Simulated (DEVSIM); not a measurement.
Structure: abrupt Si n-p junction, at 300 K.

Layer 1 from the left is Si, thickness (μm) 0.670, Nd (cm⁻³) 2e18, τn (s) 1.8e-6, τp (s) 1.8e-6. Layer 2 from the left is Si, thickness (μm) 21.0, Na (cm⁻³) 1.2e17, τn (s) 1.8e-6, τp (s) 1.8e-6.

Left contact: ohmic. Right contact: ohmic. Voltage is applied to the left contact. Recombination: SRH at mid-gap. Mobility is constant in doping.

This is a model device: material constants are rounded textbook-type values typed into the input, and sizes, dopings and lifetimes were drawn at random. Values at 300 K.

Si: gap (eV) 1.124, affinity (eV) 4.05, permittivity 11.7, Nc (cm⁻³) 2.86e19, Nv (cm⁻³) 3.1e19, μn (cm²/Vs) 1417, μp (cm²/Vs) 470.

Model (solved in DEVSIM): 1D drift-diffusion, Boltzmann statistics, complete ionisation; no tunnelling, impact ionisation, image-force lowering or self-heating.

Question: What does the simulation give for the largest field in the device at zero bias, the potential step across the device at zero bias, the dark forward voltage at 100 A/cm², the dark forward voltage at 1 A/cm²?

Answer: largest field in the device at zero bias 180000 V/cm; potential step across the device at zero bias 0.912 V; dark forward voltage at 100 A/cm² 0.802 V; dark forward voltage at 1 A/cm² 0.676 V.
